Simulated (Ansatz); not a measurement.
Input and output of a self-consistent single point for In (I4/mmm, 1 atom in the cell) (Ansatz, a quantum-chemistry and plane-wave program).

Method: PBEsol, default PAW files made with PBE (plane waves; Ansatz).

```
CELL_PARAMETERS angstrom
     -1.62500     1.62500     2.47500
      1.62500    -1.62500     2.47500
      1.62500     1.62500    -2.47500
ATOMIC_POSITIONS crystal
  In 0.00000 0.00000 0.00000
```

Reference input (self-consistent single point, DFT, PBE, plane waves, default PAW files): basis.ecutwfc = 420 eV; kpoints.mp_grid.grid = 15 15 15; hamiltonian.xc = pbe; hamiltonian.pseudopotentials = {kind: paw} (the program's default PAW files); scf.occupations.method = fermi_dirac; scf.occupations.width = 0.1 eV. This run's input differs from it in these lines:

Ansatz 0.2 input:
```diff
@@ -12,3 +12,3 @@
 hamiltonian:
-  xc: pbe
+  xc: pbesol
   pseudopotentials: { kind: paw }
```

Output (repeated stretches shortened):

```
SCF iter   1: F=—  HF=-5525.414903 eV  |F-HF|=—  |Δ(HF+E_count)|=         —  Δρ=3.06e-3  dr2=2.42e-3  ethr=1.77e-3  ⟨swp⟩=4.9  Hψ=18666  notcnv=0
all-band conjugate gradients solve this SCF's bands
preconditioner: auto → none
SCF iter   2: F=—  HF=-5525.413232 eV  |F-HF|=—  |Δ(HF+E_count)|=   1.67e-3  Δρ=1.24e-3  dr2=5.22e-4  ethr=1.86e-5  ⟨swp⟩=1.8  Hψ=6548  notcnv=0
SCF iter   3: F=—  HF=-5525.413021 eV  |F-HF|=—  |Δ(HF+E_count)|=   2.10e-4  Δρ=3.70e-4  dr2=1.78e-5  ethr=4.02e-6  ⟨swp⟩=2.0  Hψ=4925  notcnv=0  defer=1
SCF iter   4: F=—  HF=-5525.413015 eV  |F-HF|=—  |Δ(HF+E_count)|=   5.81e-6  Δρ=7.99e-5  dr2=1.46e-6  ethr=1.37e-7  ⟨swp⟩=2.0  Hψ=4764  notcnv=0  defer=1
iter 5 did not close the SCF: its close was put off for the readings that it lacked (scf_convergence_deferred on its scf_iter line)
SCF iter   5: F=-5525.413015 eV  HF=-5525.413015 eV  |F-HF|=6.10e-9  |Δ(HF+E_count)|=   7.21e-7  Δρ=5.68e-6  dr2=1.17e-8  ethr=1.12e-8  ⟨swp⟩=2.1  Hψ=4851  notcnv=0  defer=1
SCF iter   6: F=-5525.413015 eV  HF=-5525.413015 eV  |F-HF|=2.82e-11  |Δ(HF+E_count)|=   1.52e-9  Δρ=8.52e-7  dr2=1.20e-10  ethr=9.01e-11  ⟨swp⟩=3.6  Hψ=13657  notcnv=0
SCF 1 converged in 6 iterations: F = -5525.413015 eV  dr2 = 1.20e-10
Free energy (F): -5525.413015 eV
Internal energy: -5525.397674 eV  (E = F + TS)
E sigma→0 (E₀):  -5525.405344 eV
Entropy (-TS):   -0.015340 eV (-15.340 meV/atom)
Fermi energy:    10.099329 eV
--- Forces (eV/Å), atoms counted from 1 ---
  atom   1  In    -0.00000000     0.00000000    -0.00000000
--- Stress (GPa, compression-positive) ---
       -0.842261      -0.000000       0.000000
       -0.000000      -0.842261       0.000000
       -0.000000      -0.000000      -1.157867
  P = ⅓ Tr σ = -0.9475 GPa (-9.475 kbar)
  The stress holds the Pulay correction. Without it, at fixed plane waves, as pw.x and ABINIT print it: P = -0.9848 GPa
```

The run converged in 6 iterations. Against the reference run the pressure goes from 2.02 to -0.95 GPa. The full log also holds: “iter 5 did not close the SCF: its close was put off for the readings that it lacked (scf_convergence_deferred on its scf_iter line)”.

The starting cell has typed, rounded lattice constants, without a prior relaxation at this level. Ansatz's pressure includes its estimate of the finite-basis (Pulay) stress.
